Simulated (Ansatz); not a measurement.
The starting structures come from a database of crystals and need not be the phases stable at ambient conditions.

The decay constant κ of evanescent states in the gap governs leakage through a thin film.

Given:

```
AgKF4
1.0
    7.10186     0.00000     0.00000
    2.35934     6.69850     0.00000
    2.37126    -3.34925     4.10370
K Ag F
2 2 8
Cartesian
  7.09591   5.02388   0.00000
  2.36530   1.67463   0.00000
  5.91623   1.67463   2.05185
  1.18563  -1.67463   2.05185
  4.82678   0.90329   0.66734
  7.00569   2.44596   3.43636
  3.25553   3.12257   2.05185
  8.57694   0.22668   2.05185
  4.82678   0.90329   3.43636
  7.00569   2.44596   0.66734
  6.39802  -1.31599   2.05185
  5.43445   4.66524   2.05185
```

Space group of this cell: I4/mcm. The cell is taken as given.

Transport runs along the normal of the first two printed cell vectors, the (110) plane of the conventional cell.

The gap is the functional's own. No spin-orbit coupling. Mid-gap values are interpolated on the energy grid.

**Question.** State the band gap and the smallest decay constant κ at mid-gap according to PBEsol (Ansatz, a quantum-chemistry and plane-wave program).

**Answer.** Gap 1.79 eV on a 8×8×8 mesh; κ = 0.613 1/Å, at the zone centre.
